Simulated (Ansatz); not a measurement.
**Effective masses and thermopower of GaP (F-43m)**

Consider the following.

```xyz
2
Lattice="0.0000 2.7418 2.7418 2.7418 0.0000 2.7418 2.7418 2.7418 0.0000" Properties=species:S:1:pos:R:3 pbc="T T T"
Ga     0.0000     0.0000     0.0000
P      1.3709     1.3709     1.3709
```

These are PBEsol with spin-orbit coupling, rigid bands (plane waves, PAW; Ansatz, an electronic-structure program) values and carry that method's errors. Condition of this run: hydrostatic pressure -2 GPa (the target of the relaxation). Cell: cell and atoms relaxed with PBEsol, then loaded as said.

```json
{
  "band_gap": "1.47 eV",
  "electron conductivity mass (300 K, dilute)": "0.32 mₑ",
  "hole conductivity mass (300 K, dilute)": "0.49 mₑ",
  "effective density of states N_c (300 K)": "4.5e19 cm⁻³",
  "effective density of states N_v (300 K)": "2.3e19 cm⁻³",
  "density_of_states_mass_electrons": "1.48 mₑ",
  "density_of_states_mass_holes": "0.95 mₑ",
  "Seebeck coefficient, n-type 1e19 cm⁻³, 300 K": "-362 μV/K",
  "best n-type power factor at 300 K for τ = 10 fs (best axis; densities from 1e16 to 1e21 cm⁻³ tried, whether or not they can be reached)": "30 μW/(cm·K²) at 3e20 cm⁻³",
  "Seebeck coefficient, p-type 1e19 cm⁻³, 300 K": "321 μV/K",
  "best p-type power factor at 300 K for τ = 10 fs (best axis; densities from 1e16 to 1e21 cm⁻³ tried, whether or not they can be reached)": "14.9 μW/(cm·K²) at 3e20 cm⁻³"
}
```

Rigid bands; masses and Seebeck coefficients take one relaxation time τ for all states and one kind of carrier; polarons and phonon drag are left out.
